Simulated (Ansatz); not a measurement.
Ansatz (a quantum-chemistry and plane-wave program) run on Ag2ZnSe4Si (I-42m, 8 atoms in the cell): self-consistent single point

Method: LDA (PW92), default PAW files made with PBE (plane waves; Ansatz).

Input:

Ansatz 0.2 input:
```yaml
crystal:
  lattice:
    - [-2.88386100, 2.88386100, 5.66472700]
    - [2.88386100, -2.88386100, 5.66472700]
    - [2.88386100, 2.88386100, -5.66472700]
  atoms:
    - { symbol: Ag, position: [0.25000000, 0.75000000, 0.50000000] }
    - { symbol: Ag, position: [0.75000000, 0.25000000, 0.50000000] }
    - { symbol: Zn, position: [0.00000000, 0.00000000, 0.00000000] }
    - { symbol: Se, position: [0.37700000, 0.88700000, 0.00000000] }
    - { symbol: Se, position: [0.11300000, 0.11300000, 0.49000000] }
    - { symbol: Se, position: [0.62300000, 0.62300000, 0.51000000] }
    - { symbol: Se, position: [0.88700000, 0.37700000, 0.00000000] }
    - { symbol: Si, position: [0.50000000, 0.50000000, 0.00000000] }
kpoints:
  mp_grid:
    grid: [4, 4, 4]
hamiltonian:
  xc: lda
  pseudopotentials:
    kind: paw
scf:
  occupations:
    method: cold
    width: 0.136
output:
  forces: true
  eigenvalues: true
  stress: true
```

Log, with long lists cut:

```
WARN basis.ecutwfc = 420 eV, the default
WARN ansatz: RAYON_NUM_THREADS=1 ignored (pool sized by the plan → 1); use --threads N
Pseudopotentials: kind: paw
Pseudopotential: Ag, paw, valence charge 19
Pseudopotential: Zn, paw, valence charge 12
Pseudopotential: Se, paw, valence charge 16
Pseudopotential: Si, paw, valence charge 4
Crystal: 8 atoms, lattice volume = 188.446 Å³
Basis set: ecut = 420 eV, 3715 PW (Γ)
Bands: 71, of which v1, the nominal top of the filled ones, is band 59 counted from 1 (58 counted from 0)
Symmetry: 8 space group operations
Space group: I-42m (ITA 121), of the structure as read, at distance tolerance 5.7e-5 Å
k-points: 13 of 64 (time reversal used)
PAW frozen core: Ag, regenerated for the run's functional, and the local potential with it
PAW frozen core: Zn, regenerated for the run's functional, and the local potential with it
PAW frozen core: Se, regenerated for the run's functional, and the local potential with it
PAW frozen core: Si, regenerated for the run's functional, and the local potential with it
Initial density: superposition of atomic densities (neutral atoms: chi_scale 0, normalization atom), corrected by the library's trained network
Initial wavefunctions: pseudopotential atomic-orbital guess
Eigensolver: davidson
Functional: x = slater, c = lda
SCF iter   1: F=—  HF=-40305.300410 eV  |F-HF|=—  |Δ(HF+E_count)|=         —  Δρ=6.49e-3  dr2=5.79e-2  ethr=1.77e-3  ⟨swp⟩=6.1  Hψ=3269  notcnv=0  defer=8
all-band conjugate gradients solve this SCF's bands
preconditioner: auto → Kerker (q_TF=auto, 2.524 Å⁻¹)
SCF iter   2: F=—  HF=-40305.291113 eV  |F-HF|=—  |Δ(HF+E_count)|=   9.30e-3  S|Δr|=    0.00e0  Δρ=2.70e-3  dr2=1.01e-2  ethr=4.91e-5  ⟨swp⟩=2.0  Hψ=1329  notcnv=0  defer=8
SCF iter   3: F=—  HF=-40305.289646 eV  |F-HF|=—  |Δ(HF+E_count)|=   1.47e-3  S|Δr|=    0.00e0  Δρ=1.37e-3  dr2=3.38e-3  ethr=8.54e-6  ⟨swp⟩=2.0  Hψ=917  notcnv=0  defer=8
SCF iter   4: F=—  HF=-40305.289444 eV  |F-HF|=—  |Δ(HF+E_count)|=   2.03e-4  S|Δr|=    0.00e0  Δρ=7.81e-4  dr2=9.63e-4  ethr=2.87e-6  ⟨swp⟩=2.0  Hψ=1174  notcnv=0  defer=8
SCF iter   5: F=—  HF=-40305.288990 eV  |F-HF|=—  |Δ(HF+E_count)|=   4.53e-4  S|Δr|=    0.00e0  Δρ=2.39e-4  dr2=1.53e-4  ethr=8.16e-7  ⟨swp⟩=2.0  Hψ=1196  notcnv=0  defer=8
SCF iter   6: F=—  HF=-40305.288995 eV  |F-HF|=—  |Δ(HF+E_count)|=   4.55e-6  S|Δr|=    0.00e0  Δρ=7.51e-5  dr2=1.57e-5  ethr=1.29e-7  ⟨swp⟩=2.0  Hψ=1211  notcnv=0  defer=8
SCF iter   7: F=—  HF=-40305.288976 eV  |F-HF|=—  |Δ(HF+E_count)|=   1.92e-5  S|Δr|=    0.00e0  Δρ=2.95e-5  dr2=2.62e-6  ethr=1.33e-8  ⟨swp⟩=2.0  Hψ=1514  notcnv=0  defer=8
SCF iter   8: F=—  HF=-40305.288976 eV  |F-HF|=—  |Δ(HF+E_count)|=   1.00e-7  S|Δr|=    0.00e0  Δρ=1.47e-5  dr2=4.27e-7  ethr=2.22e-9  ⟨swp⟩=2.0  Hψ=1514  notcnv=0  defer=8
SCF iter   9: F=-40305.288976 eV  HF=-40305.288976 eV  |F-HF|=5.52e-9  |Δ(HF+E_count)|=   3.08e-8  S|Δr|=    0.00e0  Δρ=3.38e-6  dr2=3.80e-8  ethr=8.47e-11  ⟨swp⟩=9.4  Hψ=4061  notcnv=0
SCF 1 converged in 9 iterations: F = -40305.288976 eV  dr2 = 3.80e-8
SCF converged after 9 iterations
Stability not checked (fill_not_monotonic)
Free energy (F): -40305.288976 eV
Harris-Foulkes:  -40305.288976 eV  (|F-HF|=5.52e-9)
Internal energy: -40305.299213 eV  (E = F + TS)
E sigma→0 (E₀):  -40305.292388 eV
Entropy (-TS):   0.010238 eV (1.280 meV/atom)
Fermi energy:    8.184933 eV
Step filling:    the computed levels leave a gap of 0.1139 eV = 0.8 smearing widths
--- Per-component energies (eV) ---
  E_band       = -2326.598733
  E_kinetic    = 1702.993642
  E_local      = -19435.967906  (includes V_loc(G=0)·N_el)
  E_nonlocal   = -1538.404891
  E_hartree    = 9141.895390
  E_xc         = -970.939286
  E_vxc        = -962.538859  (∫ρ·V_xc dr)
  E_paw        = -17092.500073  (= ΣΔE_a)
  E_vpaw       = -376.467018  (= ΣTr[D̂ρ^β])
  E_aug_tail   = -0.002329  (compensation charges beyond the density's cutoff)
  E_ewald      = -12124.334297
  E_core_change = 11.960536  (= ΣΔE_core)
  E_smearing   = 0.010238  (= −TS)
  E_closure    = -0.000000  (closes the sum)
  Σ components = -40305.288976   (vs F -40305.288976, Δ=0.00e0)
--- Forces (eV/Å), atoms counted from 1 ---
  atom   1  Ag    -0.00000000     0.00000000     0.00000000
  atom   2  Ag    -0.00000000    -0.00000000     0.00000000
  atom   3  Zn    -0.00000000     0.00000000    -0.00000000
  atom   4  Se    -0.61652051     0.61652051    -1.89993900
  atom   5  Se     0.61652051     0.61652051     1.89993900
  atom   6  Se    -0.61652051    -0.61652051     1.89993900
  atom   7  Se     0.61652051    -0.61652051    -1.89993900
  atom   8  Si    -0.00000000     0.00000000     0.00000000
  max |Σ_I F_I| component: 4.44e-16 eV/Å
--- Stress (GPa, compression-positive) ---
       -0.502031      -0.000000       0.000000
        0.000000      -0.502031       0.000000
        0.000000       0.000000      -0.760561
  P = ⅓ Tr σ = -0.5882 GPa (-5.882 kbar)
  The stress holds the Pulay correction. Without it, at fixed plane waves, as pw.x and ABINIT print it: P = -0.6164 GPa
--- Band table (eV; the first three rows and the last of 13) ---
  k-point 0: bands = ["-83.3278", "-83.3277", "-46.9214", "-46.9214", "-46.9206", "-46.9206", "-46.8604", "-46.8601", "-39.8789", "-39.8788", "-39.8786", "-39.8786", "-39.8540", "-39.8539", "-39.8536", "-39.8536", "-39.8348", "-39.8347", "-39.8345", [...]
  k-point 1: bands = ["-83.3278", "-83.3277", "-46.9214", "-46.9210", "-46.9210", "-46.9206", "-46.8604", "-46.8602", "-39.8789", "-39.8788", "-39.8787", "-39.8787", "-39.8539", "-39.8539", "-39.8537", "-39.8537", "-39.8348", "-39.8346", "-39.8346", [...]
  k-point 2: bands = ["-83.3278", "-83.3278", "-46.9214", "-46.9214", "-46.9205", "-46.9205", "-46.8603", "-46.8603", "-39.8788", "-39.8788", "-39.8788", "-39.8787", "-39.8538", "-39.8538", "-39.8538", "-39.8538", "-39.8348", "-39.8348", "-39.8345", [...]
  k-point 12: bands = ["-83.3278", "-83.3277", "-46.9214", "-46.9214", "-46.9206", "-46.9206", "-46.8604", "-46.8601", "-39.8789", "-39.8788", "-39.8786", "-39.8786", "-39.8540", "-39.8539", "-39.8536", "-39.8536", "-39.8349", "-39.8347", [...]
```

The run converged in 9 iterations.

The starting cell was generated: these elements placed on a structure prototype, without a prior relaxation; it need not be a known phase or ordering of this composition. Forces in this geometry exceed 1 eV/Å. Ansatz's pressure includes its estimate of the finite-basis (Pulay) stress. The run gives no clean gap (levels at the Fermi energy touch, overlap or are partly filled at this smearing), which alone does not show that the compound is a metal.
